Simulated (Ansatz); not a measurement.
Start from Y in the hcp (Mg type) structure (space group P6_3/mmc, No. 194; a = 3.594 Å, c = 5.610 Å; relaxed with 0.1 eV smearing). Axes: x lies along a and z along c of the hexagonal cell.

Calculations: Kohn–Sham DFT with the PBEsol functional, run in Ansatz (a quantum-chemistry and plane-wave program) with PAW and 420 eV plane waves, scalar-relativistic without spin-orbit coupling.

Base values:

```
Item                Value
---------------  --------
Volume per atom  31.38 Å³
Band gap             zero
```

The change: compressive biaxial strain of 1.50 % in the plane normal to [001], as in epitaxy on a mismatched substrate; the out-of-plane cell vector and the atoms relax.

What does the calculation give for the in-plane stress, volume per atom and band gap after the change?

The mean in-plane stress (compression positive) amounts to +1.4 GPa; the volume per atom drops by 0.667 Å³, from 31.38 Å³ to 30.72 Å³; the band gap is still zero.

Whether these cells are dynamically stable was not tested. The final runs are not spin-polarised.
